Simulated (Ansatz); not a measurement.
Effect of biaxial strain +2.17 %, plane normal [001], relaxed out of plane on YF3

The parent structure is YF3 (space group Pnma, No. 62; a = 6.3304 Å, b = 6.8393 Å, c = 4.3695 Å). Axes: x, y, z lie along a, b, c of the conventional cell.

Now apply this change: biaxial strain +2.17 %, plane normal [001], relaxed out of plane (Cartesian); in-plane vectors clamped, the third vector and the atoms free.

All numbers come from PBEsol (Ansatz, a first-principles code; PAW; 420 eV plane waves; no spin-orbit coupling). Γ-centred 4×4×6 mesh, Fermi–Dirac width 0.05 eV.

- Volume per atom = 12.03 Å³ (base 11.82 Å³)
- Space group = Pnma (No. 62) (base Pnma (No. 62))
- Shortest interatomic distance = 4.308 bohr (base 4.310 bohr)
- Band gap = 7.79 eV (an upper bound: an edge found on the path is not a true extremum; both cells) (base 7.89 eV)
- Out-of-plane strain = -2.53 %
- Ratio −ε⊥/ε∥ = 1.17

Final structure (turned so that z lies along the plane normal):

```
CELL_PARAMETERS angstrom
      6.46776     0.00000     0.00000
      0.00000     6.98770     0.00000
      0.00000     0.00000     4.25894
ATOMIC_POSITIONS crystal
  Y  0.63083 0.75000 0.93270
  Y  0.36917 0.25000 0.06730
  Y  0.86917 0.25000 0.43270
  Y  0.13083 0.75000 0.56730
  F  0.16295 0.43492 0.38478
  F  0.83705 0.56508 0.61522
  F  0.33705 0.56508 0.88478
  F  0.66295 0.43492 0.11522
  F  0.66295 0.06508 0.11522
  F  0.33705 0.93492 0.88478
  F  0.83705 0.93492 0.61522
  F  0.16295 0.06508 0.38478
  F  0.51981 0.25000 0.58344
  F  0.48019 0.75000 0.41656
  F  0.98019 0.75000 0.08344
  F  0.01981 0.25000 0.91656
```

Cost of the whole job for the changed cell (relaxation, final SCF and bands): roughly 9 core-minutes.

Stability against distortions was not tested.
